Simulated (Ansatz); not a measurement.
CO on the 1x1 (111) surface of fcc Ag, one in a 2x2 cell, energies for each (29.8 Å²). Energies are against CO(g), without zero-point or thermal terms; each row is named by its start.

The numbers are results of PBE (plane waves to 420 eV, PAW; Ansatz, a program for electronic structure), not measurements.

Model: 18-atom slab, 7.1 Å thick at the start under the adsorbate (thin: gaps and levels are the slab's own), 6x6x1 mesh, Fermi-Dirac 0.1 eV, dipole correction, 8 atoms held, the rest relaxed; each run with such symmetry as its start has; no spin, no spin-orbit, no U, no dispersion correction.

A negative adsorption energy means that the adsorbate is more stable on the surface than in its reference. Heights count from the host atoms within 0.3 Å of the top one.

| starting site | E_ads (eV) | height (Å) | nearest host atom (Å) | bonded to | Δ work function (eV) | lateral drift (Å) |
|---|---|---|---|---|---|---|
| top Ag | -0.14 | 2.25 | Ag 2.15 | Ag | -0.31 | 0.0 |
| hollow Ag-Ag-Ag over Ag at depth 2.4 Å | -0.02 | 1.63 | Ag 2.36 | 3 Ag | 0.30 | 0.0 |
| hollow Ag-Ag-Ag over Ag at depth 4.7 Å | -0.02 | 1.63 | Ag 2.35 | 3 Ag | 0.32 | 0.0 |
| bridge Ag-Ag (span 2.9 Å) | -0.05 | 1.79 | Ag 2.28 | 2 Ag | 0.20 | 0.0 |
